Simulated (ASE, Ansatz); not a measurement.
A thermal frame of composition CaCl2, cell Ca22Cl44, held well above this temperature first, at a temperature that wasn't checked against the liquidus, so perhaps supercooled [in the CHGNet run: it was liquid; mean temperature 921 K (target 940 K); density 1.94 g/cm³, volume +9 % from the start cell's; mean pressure 0.5 GPa against a target of 0], from MD with the machine-learned potential CHGNet 0.3.0 in ASE at 940 K. Method: PBE (plane waves, PAW; Ansatz, a quantum-chemistry and plane-wave program).

```yaml
plane_wave_cutoff: 420 eV
k-points: Γ only
Fermi-Dirac width: 0.081 eV
spin: not polarised; no spin-orbit coupling
```

A check of the k-sampling: on the last frame of the same run a denser mesh moved the PBE forces by 0.002 eV/Å rms, the static pressure by -0.01 GPa and the free energy by -1 meV/atom.

```xyz
66
Lattice="12.7841 0.0000 0.0000 0.0000 12.7841 0.0000 0.0000 0.0000 12.7841" Properties=species:S:1:pos:R:3:forces:R:3 pbc="T T T"
Ca    6.8126    9.6351    4.9131   0.192  -0.810  -0.366
Ca    6.0748    5.8517    2.3804  -0.243  -0.208   1.085
Ca   14.6052   13.6140    2.3480   0.238  -0.458  -0.164
Ca   -1.5020    8.9685    7.4391  -0.545  -0.152  -0.561
Ca   12.1173    4.2209    3.5263   1.217   0.092  -0.301
Ca   12.4585    8.7008    1.4855  -0.007   0.045   0.114
Ca    9.2450    0.5294    8.8757  -0.574  -0.344  -0.569
Ca    1.0807   10.0887   10.5016   0.506  -0.079  -0.341
Ca   11.4676   11.5340    4.7186  -0.472   0.299  -0.891
Ca    6.6193    1.1698    4.7061  -1.213  -0.911  -0.866
Ca    6.1327    4.6920   11.4992   0.113   0.199  -0.170
Ca    1.9577    8.6651    5.1047   0.698  -0.590  -0.114
Ca    4.9059    7.2189    8.9786   0.615   0.230  -0.169
Ca   10.0600   12.3319    0.4358  -0.504  -0.450   0.042
Ca    1.6261   13.7475    6.8340  -0.999  -0.005   0.020
Ca    8.5286    4.7438    6.8960  -0.007   0.169  -0.779
Ca    7.1246   10.0985   10.0000  -0.546  -1.050  -0.954
Ca   10.1206    3.7321   -0.4288  -0.348  -0.128  -0.279
Ca    3.7233    4.2261    5.8537   0.930  -0.481   0.292
Ca    4.0596   -0.1696   10.7305   0.428   0.904  -0.576
Ca   12.8087    5.6895    8.4060  -0.260  -0.582  -0.587
Ca    1.5033    5.3210    0.1171   0.390   0.027  -0.020
Cl    6.6083   12.4460    8.8678  -0.291  -0.006   0.377
Cl    7.8318    6.7422    4.9054   0.288  -0.217  -0.055
Cl    8.1152    1.8665    6.6079   0.796   0.368   0.778
Cl    6.2546    4.9300    8.1436  -0.686   0.152   0.120
Cl   10.0602    6.2692    8.3287   0.069   0.157  -0.226
Cl    6.1556    3.7932    4.3996   0.341   0.529   0.075
Cl    1.5700    0.0598    9.3410   0.352  -0.300   0.651
Cl    1.5814    9.7874    7.4396  -0.700   0.342   0.251
Cl    2.3821    4.9575    3.9108  -1.016  -0.514  -0.220
Cl    4.0463    1.2622    6.8625   0.925   0.527   0.043
Cl   11.5204   12.6642    7.3909   0.301  -0.192  -0.747
Cl    1.7776    3.7805    7.5901  -0.579  -0.610   0.268
Cl    8.5987    1.5874    0.4465   0.155   0.844   0.205
Cl    4.0536    4.3285    1.0199   0.373   0.833  -0.244
Cl   -0.9132   -2.2413   -0.6805  -0.371  -0.148  -0.136
Cl    3.4380    6.0318   -2.1464  -0.303  -0.761   0.617
Cl   -0.7296    5.1335   -1.8088   0.521  -0.318   0.339
Cl    8.1971    5.4021   13.6513  -0.379  -0.295  -0.164
Cl   11.4209    6.0746    1.8774   0.126  -0.006  -0.587
Cl    0.1440    1.6466    4.3542   0.259  -0.316   0.276
Cl    8.3308    3.6299   10.3729  -0.222   0.487  -0.074
Cl    4.9191   11.3312    4.8577   0.736   0.423  -0.072
Cl   11.2968    4.0294    5.8210  -0.939   0.061   1.208
Cl    6.9907    7.3208   11.0925  -0.568   0.434  -0.605
Cl    6.0369    8.8562    7.2495   0.201   0.244   0.957
Cl    4.8679    7.7601    3.7786   0.240   0.339  -0.146
Cl    3.3011    6.6206    7.0462  -0.632   0.348  -0.490
Cl   -0.4555    7.9811    9.4648   0.766   0.702   1.088
Cl    2.8713   11.9368    0.0900  -0.488   0.264   0.534
Cl    3.9850    1.7466    3.5445  -0.410  -0.427  -0.308
Cl    9.4636   10.4368    8.9933   0.533   0.169   0.372
Cl    9.4544   -2.8125    5.8549  -0.147   0.461   0.070
Cl   12.9699    2.9824    0.9752   0.025   0.014   0.232
Cl    3.7998    9.9231   10.2909   0.588  -0.156  -0.174
Cl    7.7427   -1.6855   -0.6724   0.460   0.529   1.221
Cl   -0.4613    7.2777    5.4959   0.346   0.430   0.710
Cl    1.3365    7.9008   -0.4328  -0.020   0.364  -0.406
Cl   -0.6193   12.1372    2.0151   0.117   0.412   0.270
Cl   10.6071    9.3650    3.1585   0.261   0.240  -0.444
Cl    8.5903   -0.2516    3.3116   0.030  -0.083   0.436
Cl   -2.0956    1.7441   -2.2623   1.112  -0.551   0.533
Cl    5.1864    2.3758   11.3228  -0.610  -1.225  -0.306
Cl    1.7627    7.6366    2.7161  -0.446   0.550  -0.433
Cl    1.7256   11.1533    4.0458  -0.726   0.184   0.363
```

```yaml
free energy on this k-sampling (the code's own zero, frozen cores included): -87612.2 eV
static pressure (no kinetic part): 0.15 GPa
rms_force_component: 0.509 eV/Å
largest_force: 1.75 eV/Å on atom 10
Kohn-Sham gap at the supercell's Γ point: 3.45 eV
```

Static stress tensor (GPa, compression positive):
```
-0.66  -0.31   0.16
-0.31   0.13  -0.10
 0.16  -0.10   0.98
```
